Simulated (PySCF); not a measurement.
PySCF 2.14.0, PBE0/def2-svp, df: Mo(O)2(Cl)(NMe2) (C[N](C)[Mo](=[O])(=[O])[Cl]), 13 atoms. The geometry is a generated start, not checked to be a minimum at this level.

- task: energy
- method: pbe0
- basis: def2-svp
- two-electron scheme: density fitting
- mol.max_memory: 3000 MB
- mf.max_cycle: 100
- mf.conv_tol: 1e-09 (default)
- mf.grids.level: 3 (default)
- effective core potentials: those of the basis set, past Kr
- basis functions: 149
- grid points: 170472

```xyz
13

Mo     1.0131    -1.4580     0.2812
O      2.4054    -1.2140    -0.5412
O      0.9937    -1.7240     1.8963
Cl    -0.1212    -3.0654    -0.6802
N     -0.0384     0.0707    -0.0269
C     -1.1061     0.5070     0.8585
C      0.2030     1.0625    -1.0627
H     -0.8375     1.4543     1.3444
H     -2.0319     0.6592     0.2916
H     -1.2793    -0.2509     1.6274
H     -0.6423     1.1050    -1.7605
H      0.3321     2.0567    -0.6158
H      1.1094     0.7970    -1.6120
```

Charge 0 and multiplicity 1 are set for this test and not shown to be the ground state.

With the defaults (mf.DIIS = CDIIS, mf.diis = true, mf.level_shift = 0, newton = off, mf.init_guess = minao, mf.damp = 0, mf.diis_start_cycle = 1, mf.diis_space = 8) it converges in 15 Fock builds. One run each on 2 threads, 1 BLAS thread, with these changes:
- mf.DIIS = EDIIS
- newton = Hessian by the SCF's own integrals
- mf.diis_space = 3
- mf.diis = false
- mf.init_guess = 1e
- mf.init_guess = atom
- mf.level_shift = 0.1 Hartree
- mf.diis = false, mf.damp = 0.7, mf.diis_start_cycle = 999
- mf.damp = 0.3, mf.diis_start_cycle = 4

Which of these changes keep the SCF from converging, or lead it to another solution?

No convergence: mf.DIIS = EDIIS; mf.diis = false (the run ends without SCF convergence in 100 cycles). The rest reach the solution of the defaults.

| setting | Fock builds | end |
|---|---|---|
| the defaults | 15 | same solution |
| mf.init_guess = atom | 15 | same solution |
| mf.level_shift = 0.1 Hartree | 16 | same solution |
| mf.damp = 0.3, mf.diis_start_cycle = 4 | 22 | same solution |
| mf.init_guess = 1e | 23 | same solution |
| mf.diis = false, mf.damp = 0.7, mf.diis_start_cycle = 999 | 30 | same solution |
| mf.diis_space = 3 | 35 | same solution |
| newton = Hessian by the SCF's own integrals | 50 | same solution |
| mf.DIIS = EDIIS | 101 | no convergence |
| mf.diis = false | 101 | no convergence |

Under newton the count holds the products with the orbital Hessian.
